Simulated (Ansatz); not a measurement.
We consider Ti₂AlB₂ (model structure, started from the Ti2InB2 type, P-6m2, No. 187, 5 atoms in the cell), described by r²SCAN (plane waves, PAW; Ansatz, a first-principles code).

Settings: plane-wave cutoff 560 eV, 24×24×8 k mesh (along the axes of the cell as run), Fermi–Dirac smearing 0.05 eV, no spin polarisation, scalar-relativistic PAW data made under PBE.

Cell (relaxed at this level):

```cif
data_AlB2Ti2
_chemical_formula_sum 'Ti2 Al1 B2'
_space_group_name_H-M_alt 'P-6m2'
_space_group_IT_number 187
_space_group_name_Hall 'P -6 2'
_cell_length_a 3.00626
_cell_length_b 3.00626
_cell_length_c 7.66917
_cell_angle_alpha 90.000
_cell_angle_beta 90.000
_cell_angle_gamma 120.000
loop_
_atom_site_label
_atom_site_type_symbol
_atom_site_symmetry_multiplicity
_atom_site_Wyckoff_symbol
_atom_site_fract_x
_atom_site_fract_y
_atom_site_fract_z
_atom_site_occupancy
Ti1 Ti 2 h 0.33333 0.66667 0.29622 1
Al1 Al 1 a 0.00000 0.00000 0.00000 1
B1 B 1 b 0.00000 0.00000 0.50000 1
B2 B 1 f 0.66667 0.33333 0.50000 1
```

Task: What does this level give for the bulk modulus B0?

Result: 
- bulk modulus B0: 165 GPa

Note: the run has no spin polarisation, so it can have missed a magnetic state; the bulk modulus is −V dP/dV from two relaxed cells at ±2 % in volume; the relaxation could raise the start's symmetry but not lower it, so the cell can be a saddle point.

The computed numbers hold no vibrational or temperature effects.

It cost roughly 11 core-minutes of CPU time.

A model structure was made by putting elements into a prototype or built by hand; it is no filed structure, need not be a known phase, and can be a saddle point held by its symmetry.
